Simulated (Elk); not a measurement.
# Input and output of a self-consistent single point for NbRe (Cmmm, 2 atoms in the cell) (Elk)

Computed with LDA (PW92), all-electron FP-LAPW, Elk's shipped species files, default APW+lo basis (Elk).

This input was run:

```
tasks
  0

xctype
  3

rgkmax
  7.0

rmtscf
  0.87

stype
  0

swidth
  0.00999582

avec
    2.9947453657   -4.2508765564    0.0000000000
    2.9947453657    4.2508765564    0.0000000000
    0.0000000000    0.0000000000    8.5147771052

sppath
  'species/'

atoms
  2   : nspecies
  'Nb.in'   : spfname
  1   : natoms; atposl, bfcmt below
  0.0000000000  0.0000000000  0.0000000000    0.0 0.0 0.0
  'Re.in'   : spfname
  1   : natoms; atposl, bfcmt below
  0.5000000000  0.5000000000  0.5000000000    0.0 0.0 0.0

ngridk
  13 13 8
```

Output (repeated stretches shortened):

```
│ Elk code version 10.2.4 │

All units are atomic (Hartree, Bohr, etc.)

│ Ground-state run starting from atomic densities │

Lattice vectors :
   2.994745366      -4.250876556       0.000000000
   2.994745366       4.250876556       0.000000000
   0.000000000       0.000000000       8.514777105

Unit cell volume      :    216.7912125
Brillouin zone volume :    1.144189428

Muffin-tin inner radius fraction :   0.1000000000E-01

Nuclei treated as point charges

Species :    1 (Nb)
 parameters loaded from : Nb.in
 name : niobium
 nuclear charge    :   -41.00000000
 electronic charge :    41.00000000
 atomic mass :    169357.9703
 muffin-tin radius :    2.262000000
 number of radial points in muffin-tin :    597
 atomic positions (lattice), magnetic fields (Cartesian) :
   1 :   0.00000000  0.00000000  0.00000000    0.00000000  0.00000000  0.00000000

Species :    2 (Re)
 parameters loaded from : Re.in
 name : rhenium
 nuclear charge    :   -75.00000000
 electronic charge :    75.00000000
 atomic mass :    339434.5961
 muffin-tin radius :    2.436000000
 number of radial points in muffin-tin :    697
 atomic positions (lattice), magnetic fields (Cartesian) :
   1 :   0.50000000  0.50000000  0.50000000    0.00000000  0.00000000  0.00000000

Total number of atoms per unit cell :    2

Spin treatment :
 spin-unpolarised

Number of Bravais lattice symmetries :    8
Number of crystal symmetries         :    8
Crystal has inversion symmetry
Real symmetric eigensolver will be used

k-point grid :     13    13     8
k-point offset :    0.000000000       0.000000000       0.000000000
k-point set is reduced with full crystal symmetry group
Total number of k-points :      245

Muffin-tin radius times maximum |G+k| :    7.000000000
 using average radius
Maximum |G+k| for APW functions       :    2.979991486
Maximum (1/2)|G+k|²                   :    4.440174628
Maximum |G| for potential and density :    12.00000000
 potential will be trimmed for |G| > 2 gkmax
Constant for pseudocharge density :    7
Radial integration step length :    4

G-vector grid sizes :     20    20    35
Number of G-vectors :     6259

Maximum angular momentum used for
 APW functions                      :    8
 outer part of muffin-tin           :    6
 inner part of muffin-tin           :    1

Total nuclear charge    :   -116.0000000
Total core charge       :    74.00000000
Total valence charge    :    42.00000000
Total excess charge     :    0.000000000
Total electronic charge :    116.0000000

Effective Wigner radius, rₛ :   0.7641260847

Number of empty states         :    8
Total number of valence states :   29
Total number of core states    :   74

Total number of local-orbitals :   50

Exchange-correlation functional :      3     0     0
 Perdew-Wang/Ceperley-Alder, Phys. Rev. B 45, 13244 (1992)
 gradient requirement :    0
 local density approximation (LDA)

Smearing type :    0
 Gaussian
Smearing width :   0.9995820000E-02
Effective electronic temperature (K) :    3156.430308

Mixing type :    3
 Broyden mixing, J. Phys. A: Math. Gen. 17, L317 (1984)

Kohn-Sham potential initialised from atomic data

│ Self-consistent loop started │
│ Loop number : 1 │
 total energy                :     -20527.3798268
│ Loop number : 2 │
 total energy                :     -20527.2294332
RMS change in Kohn-Sham potential (target) :   0.1341648704     (  0.1000000000E-05)
Absolute change in total energy (target)   :   0.1503936475     (  0.1000000000E-03)
│ Loop number : 3 │
 total energy                :     -20527.9406016
RMS change in Kohn-Sham potential (target) :   0.1263701948     (  0.1000000000E-05)
Absolute change in total energy (target)   :   0.6735699768     (  0.1000000000E-03)
│ Loop number : 4 │
 total energy                :     -20528.4696978
RMS change in Kohn-Sham potential (target) :   0.9245519549E-01 (  0.1000000000E-05)
Absolute change in total energy (target)   :   0.6974886969     (  0.1000000000E-03)
│ Loop number : 5 │
 total energy                :     -20528.2621968
RMS change in Kohn-Sham potential (target) :   0.7588594194E-01 (  0.1000000000E-05)
Absolute change in total energy (target)   :   0.3312878723E-01 (  0.1000000000E-03)
│ Loop number : 6 │
 total energy                :     -20527.5202340
RMS change in Kohn-Sham potential (target) :   0.5318306889E-01 (  0.1000000000E-05)
Absolute change in total energy (target)   :   0.7502449964     (  0.1000000000E-03)
│ Loop number : 7 │
 total energy                :     -20525.6514767
RMS change in Kohn-Sham potential (target) :   0.1039020927E-01 (  0.1000000000E-05)
Absolute change in total energy (target)   :    2.056318504     (  0.1000000000E-03)
│ Loop number : 8 │
 total energy                :     -20525.3164173
RMS change in Kohn-Sham potential (target) :   0.3365998571E-02 (  0.1000000000E-05)
Absolute change in total energy (target)   :   0.8491391029     (  0.1000000000E-03)
│ Loop number : 9 │
 total energy                :     -20524.9793160
RMS change in Kohn-Sham potential (target) :   0.7607129128E-03 (  0.1000000000E-05)
Absolute change in total energy (target)   :   0.5493860180     (  0.1000000000E-03)
│ Loop number : 10 │
 total energy                :     -20524.8860753
RMS change in Kohn-Sham potential (target) :   0.6899204101E-03 (  0.1000000000E-05)
Absolute change in total energy (target)   :   0.2305871864     (  0.1000000000E-03)
│ Loop number : 11 │
 total energy                :     -20524.8605094
RMS change in Kohn-Sham potential (target) :   0.2611282998E-03 (  0.1000000000E-05)
Absolute change in total energy (target)   :   0.8321269431E-01 (  0.1000000000E-03)
│ Loop number : 12 │
 total energy                :     -20524.8591788
RMS change in Kohn-Sham potential (target) :   0.1480409277E-03 (  0.1000000000E-05)
Absolute change in total energy (target)   :   0.2213379235E-01 (  0.1000000000E-03)
│ Loop number : 13 │
 total energy                :     -20524.8547593
RMS change in Kohn-Sham potential (target) :   0.2174971464E-04 (  0.1000000000E-05)
Absolute change in total energy (target)   :   0.9953018063E-02 (  0.1000000000E-03)
│ Loop number : 14 │
 total energy                :     -20524.8543431
RMS change in Kohn-Sham potential (target) :   0.5337625100E-05 (  0.1000000000E-05)
Absolute change in total energy (target)   :   0.2904389916E-02 (  0.1000000000E-03)
│ Loop number : 15 │
 total energy                :     -20524.8541639
RMS change in Kohn-Sham potential (target) :   0.3274804864E-06 (  0.1000000000E-05)
Absolute change in total energy (target)   :   0.9053149224E-03 (  0.1000000000E-03)
│ Loop number : 16 │
 total energy                :     -20524.8541694
RMS change in Kohn-Sham potential (target) :   0.2215335711E-06 (  0.1000000000E-05)
Absolute change in total energy (target)   :   0.2208443839E-03 (  0.1000000000E-03)
│ Loop number : 17 │
 total energy                :     -20524.8541922
RMS change in Kohn-Sham potential (target) :   0.6191140979E-07 (  0.1000000000E-05)
Absolute change in total energy (target)   :   0.3240711885E-04 (  0.1000000000E-03)
Convergence targets achieved

│ Loop number : 18 │

Energies :
 Fermi                       :     0.508816996616
 sum of eigenvalues          :     -12487.9419256
 electron kinetic            :      22838.7910312
 core electron kinetic       :      22060.8983105
 Coulomb                     :     -42925.0955242
 Coulomb potential           :     -34744.8176654
 nuclear-nuclear             :     -1706.31246602
 electron-nuclear            :     -47692.7484509
 Hartree                     :      6473.96539276
 Madelung                    :     -25552.6866915
 xc potential                :     -581.915291384
 exchange                    :     -426.956973244
 correlation                 :     -11.5927251987
 total energy                :     -20524.8541914

Density of states at Fermi energy :    29.04257676
 (states/Hartree/unit cell)

Estimated indirect band gap :   0.1376434440E-02
 from k-point    174 to k-point    101
Estimated direct band gap   :   0.6058830947E-02
 at k-point    174

Charges :
 core                        :    74.00000000
 valence                     :    42.00000000
 interstitial                :    4.727513913
 muffin-tins (core leakage)
  species :    1 (Nb)
   atom    1                 :    38.35949680     (  0.1220189590E-04)
  species :    2 (Re)
   atom    1                 :    72.91298929     (  0.9011116262E-06)
 total in muffin-tins        :    111.2724861
 total calculated charge     :    116.0013927
 total charge                :    116.0000000
 error                       :   0.1392691957E-02

│ Self-consistent loop stopped │
```

The run converged in 18 iterations. The count includes the last loop, which Elk runs after its targets are met.

The starting cell comes from a database of computed structures (which also holds hypothetical and non-ambient phases and stackings), without a prior relaxation at this level. Its lattice was rescaled by a random factor within 2.5 % of one. Spin-orbit coupling is off. Spin polarisation is off. Values depend on the basis (sphere radii, cutoffs, local orbitals), which need not be converged. The log's line on a gap gives a spacing of levels on this mesh, which the program prints for metals too.
